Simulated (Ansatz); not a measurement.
Predicting one run from its neighbours: the energy of slabs against their depth, a (001) slab of MgO (cut from a parent of space group no. 225; 4 atoms in the cell)

```
MgO
1.0
    2.96799     0.00000     0.00000
   -2.96799     2.96799     0.00000
    0.00000     0.00000    16.09869
Mg O
2 2
Direct
  0.00000   0.00000   0.56518
  0.00000   0.50000   0.43482
  0.00000   0.50000   0.56518
  0.00000   0.00000   0.43482
```
(The smallest cell of the table.)

Level of theory: PBE (plane waves, PAW; Ansatz, a quantum-chemistry and plane-wave program).

Base settings: basis.ecutwfc = 420 eV; kpoints.mp_grid.grid = 10 10 1; hamiltonian.xc = pbe; hamiltonian.pseudopotentials = {kind: paw} (the program's default PAW files); scf.occupations.method = fermi_dirac; scf.occupations.width = 0.02 eV.

The starting cell has typed, rounded lattice constants, without a prior relaxation at this level. The slab is cut from that crystal, and its faces are unrelaxed. Its lattice was rescaled by up to half a per cent. Spin polarisation is off, though cut faces can carry moments; a gap of a slab can lie between surface states.

Deep slabs follow E = 2Aγ + N·e, so a straight line through E against N gives the surface energy without a separate bulk run; a round N·e is taken off to keep the numbers short. The area A is 8.809 Å².

| atoms N | E − N·(-1247.029 eV) (eV) |
|---|---|
| 4 | 0.7818 |
| 8 | 0.6502 |
| 12 | ? |
| 16 | 0.3858 |
| 20 | 0.2533 |
| 24 | 0.1209 |
| 28 | -0.0114 |

**Question.** Fit the line to the 6 rows given and predict the withheld one.

**Answer.** Means: x̄ = 16.667, ȳ = 0.36343. Σ(x − x̄)(y − ȳ) = -14.19 and Σ(x − x̄)² = 429.3, so b = -0.03306 and a = ȳ − b·x̄ = 0.91444; γ = a/2A = 0.832 J/m² (unrelaxed) and e = -1247.0621 eV per atom. The largest residual of the fitted rows is 0.00040. At x = 12 the line gives 0.5177 eV. The run gave 0.5178 eV, a miss of 0.0001 eV. The rows were chosen because the form fits them, the withheld one included, so this shows the method and is no test of the form.

Keys are those of Ansatz 0.2.
